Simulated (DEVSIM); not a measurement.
Device: Au/SiO2/n-Si capacitor, at 400 K.

```csv
layer (left to right),material,thickness (nm),Nd (cm⁻³)
1,SiO2,0.830,-
2,Si,2200,7e16
```

Metal gate on the left, work function 5.1 eV. Fixed charge at the semiconductor interface -8.8e11 cm⁻² (in units of +e); no interface traps.

The device is made up for the run: typed textbook-type constants, with dimensions and the other settings drawn at random. Values at 300 K; Nc and Nv go as T^1.5, mobilities as T to minus their exponent, the gap by Varshni's rule with the affinity fixed.

```
parameter         SiO2        Si
----------------  ----  --------
gap (eV)             9     1.124
affinity (eV)      0.9      4.05
permittivity       3.9      11.7
Nc (cm⁻³)            -   2.86e19
Nv (cm⁻³)            -    3.1e19
Varshni α (eV/K)     -  0.000473
Varshni β (K)        -       636
```

Simulated with DEVSIM: 1D Poisson equation in equilibrium, Boltzmann statistics, complete ionisation; no quantum confinement or tunnelling. Metal contacts follow the ideal Schottky-Mott rule: no Fermi-level pinning, no interface dipoles.

Q: Tabulate band edges, carrier densities and field at 0.4 V on the gate.

A: Energies count from the Fermi level of the right contact; mesh points crowd at the junctions.

```json
[
 {"x (μm)": "0.000", "Ec (eV)": "3.800", "Ev (eV)": "-5.200", "n (cm⁻³)": "< 1e2", "p (cm⁻³)": "< 1e2", "field (V/cm)": "130000"},
 {"x (μm)": "0.0004436", "Ec (eV)": "3.806", "Ev (eV)": "-5.194", "n (cm⁻³)": "< 1e2", "p (cm⁻³)": "< 1e2", "field (V/cm)": "130000"},
 {"x (μm)": "0.0009985", "Ec (eV)": "0.659", "Ev (eV)": "-0.438", "n (cm⁻³)": "2.2e11", "p (cm⁻³)": "1.5e14", "field (V/cm)": "-93000"},
 {"x (μm)": "0.002199", "Ec (eV)": "0.648", "Ev (eV)": "-0.449", "n (cm⁻³)": "3.0e11", "p (cm⁻³)": "1.1e14", "field (V/cm)": "-92000"},
 {"x (μm)": "0.005772", "Ec (eV)": "0.616", "Ev (eV)": "-0.481", "n (cm⁻³)": "7.7e11", "p (cm⁻³)": "4.2e13", "field (V/cm)": "-88000"},
 {"x (μm)": "0.01128", "Ec (eV)": "0.569", "Ev (eV)": "-0.528", "n (cm⁻³)": "3.0e12", "p (cm⁻³)": "1.1e13", "field (V/cm)": "-82000"},
 {"x (μm)": "0.02177", "Ec (eV)": "0.488", "Ev (eV)": "-0.608", "n (cm⁻³)": "3.1e13", "p (cm⁻³)": "1.0e12", "field (V/cm)": "-71000"},
 {"x (μm)": "0.05299", "Ec (eV)": "0.320", "Ev (eV)": "-0.777", "n (cm⁻³)": "4.1e15", "p (cm⁻³)": "7.8e9", "field (V/cm)": "-38000"},
 {"x (μm)": "0.1011", "Ec (eV)": "0.232", "Ev (eV)": "-0.864", "n (cm⁻³)": "5.2e16", "p (cm⁻³)": "6.1e8", "field (V/cm)": "-5300"},
 {"x (μm)": "0.1928", "Ec (eV)": "0.222", "Ev (eV)": "-0.874", "n (cm⁻³)": "7.0e16", "p (cm⁻³)": "4.6e8", "field (V/cm)": "-35"},
 {"x (μm)": "0.3671", "Ec (eV)": "0.222", "Ev (eV)": "-0.874", "n (cm⁻³)": "7.0e16", "p (cm⁻³)": "4.6e8", "field (V/cm)": "≈ 0"},
 {"x (μm)": "0.8860", "Ec (eV)": "0.222", "Ev (eV)": "-0.874", "n (cm⁻³)": "7.0e16", "p (cm⁻³)": "4.6e8", "field (V/cm)": "≈ 0"},
 {"x (μm)": "1.469", "Ec (eV)": "0.222", "Ev (eV)": "-0.874", "n (cm⁻³)": "7.0e16", "p (cm⁻³)": "4.6e8", "field (V/cm)": "≈ 0"},
 {"x (μm)": "1.817", "Ec (eV)": "0.222", "Ev (eV)": "-0.874", "n (cm⁻³)": "7.0e16", "p (cm⁻³)": "4.6e8", "field (V/cm)": "≈ 0"},
 {"x (μm)": "2.037", "Ec (eV)": "0.222", "Ev (eV)": "-0.874", "n (cm⁻³)": "7.0e16", "p (cm⁻³)": "4.6e8", "field (V/cm)": "≈ 0"},
 {"x (μm)": "2.115", "Ec (eV)": "0.222", "Ev (eV)": "-0.874", "n (cm⁻³)": "7.0e16", "p (cm⁻³)": "4.6e8", "field (V/cm)": "≈ 0"},
 {"x (μm)": "2.158", "Ec (eV)": "0.222", "Ev (eV)": "-0.874", "n (cm⁻³)": "7.0e16", "p (cm⁻³)": "4.6e8", "field (V/cm)": "≈ 0"},
 {"x (μm)": "2.179", "Ec (eV)": "0.222", "Ev (eV)": "-0.874", "n (cm⁻³)": "7.0e16", "p (cm⁻³)": "4.6e8", "field (V/cm)": "≈ 0"},
 {"x (μm)": "2.192", "Ec (eV)": "0.222", "Ev (eV)": "-0.874", "n (cm⁻³)": "7.0e16", "p (cm⁻³)": "4.6e8", "field (V/cm)": "≈ 0"},
 {"x (μm)": "2.197", "Ec (eV)": "0.222", "Ev (eV)": "-0.874", "n (cm⁻³)": "7.0e16", "p (cm⁻³)": "4.6e8", "field (V/cm)": "≈ 0"},
 {"x (μm)": "2.199", "Ec (eV)": "0.222", "Ev (eV)": "-0.874", "n (cm⁻³)": "7.0e16", "p (cm⁻³)": "4.6e8", "field (V/cm)": "≈ 0"},
 {"x (μm)": "2.201", "Ec (eV)": "0.222", "Ev (eV)": "-0.874", "n (cm⁻³)": "7.0e16", "p (cm⁻³)": "4.6e8", "field (V/cm)": "≈ 0"}
]
```
